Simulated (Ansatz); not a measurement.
The parent structure is VBiO$_{4}$ (space group I4_1/a, No. 88; a = 5.166 Å, c = 11.779 Å).

Structures relaxed with Kohn–Sham DFT with the PBE functional, run in Ansatz (a program for electronic structure) with PAW and 420 eV plane waves, without spin-orbit coupling.

Base:

Simulated powder pattern, Cu Kα, λ = 1.54184 Å (kinematic, ideal powder, no thermal factors, no anomalous dispersion; the 8 strongest lines at most, above 2 %, up to 2θ = 90°):

```csv
2θ (°),I/Imax (%),hkl
18.76,42,(101)
28.76,100,(112)
30.35,17,(004)
34.73,22,(200)
39.76,19,(121)
46.78,29,(204)
52.95,18,(116)
58.64,27,(312)
```

Perturbation: every Bi is replaced by Ru, then cell and atoms are relaxed.

After the change:

Simulated powder pattern, Cu Kα, λ = 1.54184 Å (kinematic, ideal powder, no thermal factors, no anomalous dispersion; the 8 strongest lines at most, above 2 %, up to 2θ = 90°):

```
2θ (°)  d (Å)  I/Imax (%)    hkl
------  -----  ----------  -----
20.71   4.289          17  (101)
32.34   2.768         100  (112)
37.50   2.398          11  (200)
54.08   1.696          20  (220)
54.10   1.695          41  (204)
64.44   1.446          24  (312)
64.47   1.445          12  (116)
88.99   1.100          10  (316)
```

The indices refer to each structure's own conventional cell; one index is shown for lines that coincide. The space group is now I4_1/amd (No. 141).

Other magnetic orders, which the real material may have, were not ruled out. No phonon test of stability was made. As relaxed here, VRuO4 is a hypothetical phase, not in the database extracts checked. Starting moments died away, wholly or in part, for the base; another magnetic solution may exist. No Hubbard U is applied, and correlation can decide whether such a compound is a metal. Spin-polarised in the final run: VRuO4; the other runs are not.
